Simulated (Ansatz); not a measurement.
A relaxation of cell and atoms of AlTc2 (I4/mmm, 3 atoms in the cell) with Ansatz (an electronic-structure program).

Method of the run: PBEsol, default PAW files made with PBE (plane waves; Ansatz).

The change in words: atoms on their sites; relax: default → cell and atoms. Reference geometry:
```
AlTc2
1.0
   -1.48306     1.48306     4.70677
    1.48306    -1.48306     4.70677
    1.48306     1.48306    -4.70677
Al Tc
1 2
Direct
  0.00531   0.00531   0.00000
  0.66991   0.66991   0.00000
  0.33009   0.33009   0.00000
```

Reference input (self-consistent single point, DFT, PBEsol, plane waves, default PAW files made with PBE): basis.ecutwfc = 500 eV; kpoints.mp_grid.grid = 9 9 9; hamiltonian.xc = pbesol; hamiltonian.pseudopotentials = {kind: paw} (the program's default PAW files); scf.occupations.method = fermi_dirac; scf.occupations.width = 0.1 eV. This run's input differs from it in these lines:

```diff
@@ -6,3 +6,3 @@
   atoms:
-    - { symbol: Al, position: [0.005312, 0.005312, 0.000000] }
+    - { symbol: Al, position: [0.000000, 0.000000, 0.000000] }
     - { symbol: Tc, position: [0.669910, 0.669910, 0.000000] }
@@ -18,2 +18,4 @@
   occupations: { method: fermi_dirac, width: 0.1 }
+relax:
+  cell: {}
 output:
```

The program printed (abridged):

```
   [... SCF lines of the steps left out ...]
relax step   1: F+E_penalty+E_count = -11201.15012849 eV  Δ(F+E_penalty+E_count) = +0.000e0 eV  max|allowed force component| = 9.250e-2 eV/Å  Δτ_max = 0.0000 Å  P = -0.497 GPa  Ω = 41.410 Å³  (7 SCF iters, dr2 threshold 1.00e-7 eV, accepted)
relax step   2: F+E_penalty+E_count = -11201.15106616 eV  Δ(F+E_penalty+E_count) = -9.377e-4 eV  max|allowed force component| = 1.180e-1 eV/Å  Δτ_max = 0.0053 Å  P = +0.302 GPa  Ω = 41.242 Å³  energy of the carried Pulay correction = +1.603e-5 eV  [...]
relax step   3: F+E_penalty+E_count = -11201.15170615 eV  Δ(F+E_penalty+E_count) = -6.400e-4 eV  max|allowed force component| = 4.978e-3 eV/Å  Δτ_max = 0.0031 Å  P = +0.044 GPa  Ω = 41.308 Å³  energy of the carried Pulay correction = +9.714e-6 eV  [...]
relax step   4: F+E_penalty+E_count = -11201.15171153 eV  Δ(F+E_penalty+E_count) = -5.379e-6 eV  max|allowed force component| = 1.507e-3 eV/Å  Δτ_max = 0.0002 Å  P = +0.010 GPa  Ω = 41.315 Å³  energy of the carried Pulay correction = +8.991e-6 eV  [...]
relax step   5: F+E_penalty+E_count = -11201.15170796 eV  Δ(F+E_penalty+E_count) = +3.569e-6 eV  max|allowed force component| = 1.523e-3 eV/Å  Δτ_max = 0.0000 Å  P = +0.009 GPa  Ω = 41.315 Å³  stress off target by 2.73e-2 GPa  SCF on the basis [...]
basis re-selected at this cell: Δ(F+E_penalty+E_count) = +3.569e-6 eV, ΔP = -0.001 GPa vs the last step
the relaxation is at rest under the 16 symmetry operations that the run kept from its start: a minimum is not shown …
Stability not checked: this state was not tested for a lower state beside it, because too few of the mixer's solves of this state at the end of the SCF gave a …
Free energy (F): -11201.151708 eV
Internal energy: -11201.103855 eV  (E = F + TS)
   [... lines left out ...]
Fermi energy:    18.652574 eV
  cell:  # Å, volume = 41.3154 Å³
   [... lines left out ...]
    - [1.477165541552299, -1.477165541552299, 4.733622085307138]
    - [1.477165541552299, 1.477165541552299, -4.733622085307138]
  atoms:
    - { symbol: Al, position: [2.975349759457202e-20, 2.975349759457202e-20, -1.8599987120765243e-36] }
    - { symbol: Tc, position: [0.6696935836341116, 0.6696935836341116, 5.79139306564083e-36] }
    - { symbol: Tc, position: [0.33030641636588853, 0.33030641636588853, 3.517104371089902e-36] }
```

The run converged.  The full log also holds: “iter 5 did not close the SCF: its close was put off for the readings that it lacked (scf_convergence_deferred on its scf_iter line)”. The full log also holds: “iter 4 did not close the SCF: its close was put off for the readings that it lacked (scf_convergence_deferred on its scf_iter line)”.

Summary of the result:
| Property | Result |
|---|---|
| Free energy E − TS (on the zero of these files) | -11201.1517 eV |
| Fermi level (on the code's own zero) | 18.65 eV |
| Pressure | 0.01 GPa |
| Largest force (vector length) | 0.002 eV/Å |
| Final cell | a = b = c = 5.1741 Å, α = β = 146.82°, γ = 47.63° |
| Final volume per atom | 13.77 Å³ |
| Relaxation steps | 5 |

The starting cell comes from a database of computed structures (which also holds hypothetical and non-ambient phases and stackings), without a prior relaxation at this level. Its lattice was rescaled by up to half a per cent. Spin polarisation is off. The relaxation keeps the symmetry of its start, so its end need not be a minimum. Ansatz's pressure includes its estimate of the finite-basis (Pulay) stress.

Cost on one core of a shared machine: roughly 40 s.

Keys are those of Ansatz 0.2.
